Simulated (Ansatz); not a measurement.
The starting structures come from a database of crystals and need not be the phases stable at ambient conditions.

By PBEsol, the system below comes out a metal.

Here is the system:

```xyz
2
Lattice="3.1646 0.0000 0.0000 0.1277 4.4059 0.0000 0.0000 0.0000 4.4741" Properties=species:S:1:pos:R:3 pbc="T T T"
Sb     0.2347     3.3641     3.3556
Sb     3.0576     1.0418     1.1185
```

Space group of this cell: P2_1/m. The cell is strained (lengths along the current scaled by 1.03, ions clamped); by PBEsol its mean pressure is -4.1 GPa.

The current flows along the normal of the first two printed cell vectors. No spin-orbit coupling; the value is a mean over 0.1 eV about the Fermi level.

Q: Estimate the ballistic conductance per area that Ansatz (an electronic-structure program) with PBEsol returns for this system.

A: 0.99 × 10¹⁵ S/m² for both spins.
